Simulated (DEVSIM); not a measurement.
Device: Mo/SiO2/n-Si capacitor, at 300 K.

```
layer (left to right)  material  thickness (nm)  Nd (cm⁻³)
---------------------  --------  --------------  ---------
1                          SiO2            6.80          -
2                            Si             550     1.1e18
```

Metal gate on the left, work function 4.6 eV. Fixed charge at the semiconductor interface -1.13e12 cm⁻² (in units of +e); no interface traps.

Constants are typed, rounded textbook-type inputs, not results; the design itself was drawn at random and stands for no fabricated device. Values at 300 K.

| parameter | SiO2 | Si |
|---|---|---|
| gap (eV) | 9 | 1.124 |
| affinity (eV) | 0.9 | 4.05 |
| permittivity | 3.9 | 11.7 |
| Nc (cm⁻³) | - | 2.86e19 |
| Nv (cm⁻³) | - | 3.1e19 |

Simulated with DEVSIM: 1D Poisson equation in equilibrium, Boltzmann statistics, complete ionisation; no quantum confinement or tunnelling. Metal contacts follow the ideal Schottky-Mott rule: no Fermi-level pinning, no interface dipoles.

**Question.** Tabulate band edges, carrier densities and field at -0.6 V on the gate.

**Answer.** Energies count from the Fermi level of the right contact; mesh points crowd at the junctions.

```tsv
x (μm)	Ec (eV)	Ev (eV)	n (cm⁻³)	p (cm⁻³)	field (V/cm)
0.000	4.300	-4.700	< 1e2	< 1e2	-750000
0.0008743	4.234	-4.766	< 1e2	< 1e2	-750000
0.002263	4.130	-4.870	< 1e2	< 1e2	-750000
0.004044	3.996	-5.004	< 1e2	< 1e2	-750000
0.005973	3.852	-5.148	< 1e2	< 1e2	-750000
0.006800	0.640	-0.484	5.1e8	2.3e11	-490000
0.007774	0.599	-0.525	2.5e9	4.7e10	-410000
0.01061	0.490	-0.634	1.7e11	7.0e8	-360000
0.01477	0.355	-0.769	3.1e13	3800000	-290000
0.02240	0.184	-0.940	2.3e16	5100	-160000
0.03748	0.088	-1.036	9.5e17	120	-9700
0.07723	0.084	-1.040	1.1e18	110	≈ 0
0.1416	0.084	-1.040	1.1e18	110	≈ 0
0.2553	0.084	-1.040	1.1e18	110	≈ 0
0.4220	0.084	-1.040	1.1e18	110	≈ 0
0.4864	0.084	-1.040	1.1e18	110	≈ 0
0.5190	0.084	-1.040	1.1e18	110	≈ 0
0.5367	0.084	-1.040	1.1e18	110	≈ 0
0.5488	0.084	-1.040	1.1e18	110	≈ 0
0.5530	0.084	-1.040	1.1e18	110	≈ 0
0.5554	0.084	-1.040	1.1e18	110	≈ 0
0.5568	0.084	-1.040	1.1e18	110	≈ 0
```
